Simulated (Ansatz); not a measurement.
The parent structure is Ti in the hcp (Mg type) structure (space group P6_3/mmc, No. 194; a = 2.936 Å, c = 4.636 Å).

Computed with Ansatz (a program for electronic structure) r2SCAN, no spin-orbit coupling.

One change was made to it. Results:

The shortest interatomic distance increases by 0.358 Å (2.872 Å → 3.230 Å); the density shrinks by 1.597 g/cm³, from 4.59 g/cm³ to 3.00 g/cm³; the c/a ratio falls by 0.020 to 1.559; the band gap stays zero.

Problem. Name the change that was made.
A) Ti → Sc
B) Ti → Ca
C) Ti → Si
D) Ti → V

Solution. A, Ti → Sc. For comparison, the shortest interatomic distance in the other runs: Ti → V gives 2.598 Å; Ti → Ca gives 3.936 Å; Ti → Si gives 2.642 Å.

Stability against distortions was not tested. For V and Si in this form, whether it has been made was not checked. Starting moments died away, wholly or in part, for Ti → V; another magnetic solution may exist. The final runs are not spin-polarised. This is not the structure that V has at room temperature and ambient pressure. This is not the structure that Ca has at room temperature and ambient pressure. This is not the structure that Si has at room temperature and ambient pressure.
